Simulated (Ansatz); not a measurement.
LaBr3 (P6₃/m, No. 176), treated with LDA (Ansatz, an electronic-structure program, plane waves, PAW).

Run with plane-wave cutoff 520 eV, 6×6×8 k mesh (along the axes of the cell as run), Fermi–Dirac smearing 0.01 eV, scalar-relativistic PAW data made under PBE.

Cell (measured lattice):

```
LaBr3
1.0
    3.98240    -6.89772     0.00000
    3.98240     6.89772     0.00000
    0.00000     0.00000     4.51190
La Br
2 6
Direct
  0.33333   0.66667   0.25000
  0.66667   0.33333   0.75000
  0.38506   0.29878   0.25000
  0.08628   0.38506   0.75000
  0.70122   0.08628   0.25000
  0.61494   0.70122   0.75000
  0.91372   0.61494   0.25000
  0.29878   0.91372   0.75000
```

Task: Predict the band gap and smallest direct gap on the k points sampled.

Result: 
- band gap: 2.97 eV
- smallest direct gap on the k points sampled: 2.99 eV

Measured, for comparison: band gap 5.9 eV (temperature not stated, no zero-point or thermal correction, literature value; as tabulated in Przystupa et al. (2023), doi:10.3390/ma16145085).

Note: cell and atoms aren't relaxed at this level (largest force component 0.19 eV/Å, pressure -2.8 GPa).

Spin–orbit coupling is not included.

Computed values are for the static lattice.

Cost on a shared machine: very roughly 100 core-seconds.
